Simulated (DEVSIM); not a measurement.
Structure: Si p+/n-/n+ power diode, at 300 K.

```tsv
layer (left to right)	material	thickness (μm)	Nd (cm⁻³)	Na (cm⁻³)	τn (s)	τp (s)
1	Si	2.20	-	1.1e18	0.00045	0.00045
2	Si	9.20	1.9e15	-	0.00045	0.00045
3	Si	9.50	3.8e18	-	0.00045	0.00045
```

Left contact: ohmic. Right contact: ohmic. Voltage is applied to the left contact. Recombination: SRH at mid-gap, radiative. Mobility is μmin + (μ − μmin)/(1 + (N/Nref)^α).

This is a model device: material constants are rounded textbook-type values typed into the input, and sizes, dopings and lifetimes were drawn at random. Values at 300 K.

| parameter | Si |
|---|---|
| gap (eV) | 1.124 |
| affinity (eV) | 4.05 |
| permittivity | 11.7 |
| Nc (cm⁻³) | 2.86e19 |
| Nv (cm⁻³) | 3.1e19 |
| μn (cm²/Vs) | 1417 |
| μp (cm²/Vs) | 470 |
| μn,min | 52 |
| μp,min | 45 |
| Nref,n | 9.7e16 |
| Nref,p | 2.2e17 |
| αn | 0.68 |
| αp | 0.72 |
| B (cm³/s) | 4.7e-15 |

DEVSIM, 1D drift-diffusion, Boltzmann statistics, complete ionisation; no tunnelling, impact ionisation, image-force lowering or self-heating.

### Question
Tabulate band edges, carrier densities and field at 0.9 V on the left contact.

### Answer
Energies count from the Fermi level of the right contact; mesh points crowd at the junctions.

| x (μm) | Ec (eV) | Ev (eV) | n (cm⁻³) | p (cm⁻³) | field (V/cm) |
|---|---|---|---|---|---|
| 0.000 | 0.138 | -0.986 | 110 | 1.1e18 | 10 |
| 0.06008 | 0.138 | -0.986 | 2.4e15 | 1.1e18 | 10 |
| 0.2671 | 0.138 | -0.986 | 1.1e16 | 1.1e18 | ≈ 0 |
| 0.9806 | 0.139 | -0.985 | 3.9e16 | 1.1e18 | ≈ 0 |
| 1.987 | 0.140 | -0.984 | 7.8e16 | 1.2e18 | ≈ 0 |
| 2.156 | 0.140 | -0.984 | 8.4e16 | 1.2e18 | ≈ 0 |
| 2.205 | 0.112 | -1.012 | 2.5e17 | 4.0e17 | -12000 |
| 2.332 | 0.106 | -1.018 | 3.2e17 | 3.2e17 | ≈ 0 |
| 2.726 | 0.106 | -1.018 | 3.2e17 | 3.2e17 | ≈ 0 |
| 4.113 | 0.106 | -1.018 | 3.3e17 | 3.3e17 | ≈ 0 |
| 8.216 | 0.108 | -1.016 | 3.4e17 | 3.4e17 | ≈ 0 |
| 10.84 | 0.109 | -1.015 | 3.5e17 | 3.5e17 | ≈ 0 |
| 11.26 | 0.109 | -1.015 | 3.5e17 | 3.5e17 | ≈ 0 |
| 11.38 | 0.109 | -1.015 | 3.6e17 | 3.5e17 | -760 |
| 11.44 | 0.047 | -1.077 | 3.8e18 | 3.3e16 | ≈ 0 |
| 11.60 | 0.048 | -1.077 | 3.8e18 | 3.2e16 | ≈ 0 |
| 12.17 | 0.048 | -1.076 | 3.8e18 | 3.0e16 | ≈ 0 |
| 14.17 | 0.049 | -1.075 | 3.8e18 | 2.4e16 | ≈ 0 |
| 19.39 | 0.051 | -1.073 | 3.8e18 | 5.6e15 | ≈ 0 |
| 20.49 | 0.052 | -1.072 | 3.8e18 | 1.5e15 | ≈ 0 |
| 20.80 | 0.052 | -1.072 | 3.8e18 | 3.7e14 | ≈ 0 |
| 20.90 | 0.052 | -1.072 | 3.8e18 | < 1e2 | ≈ 0 |
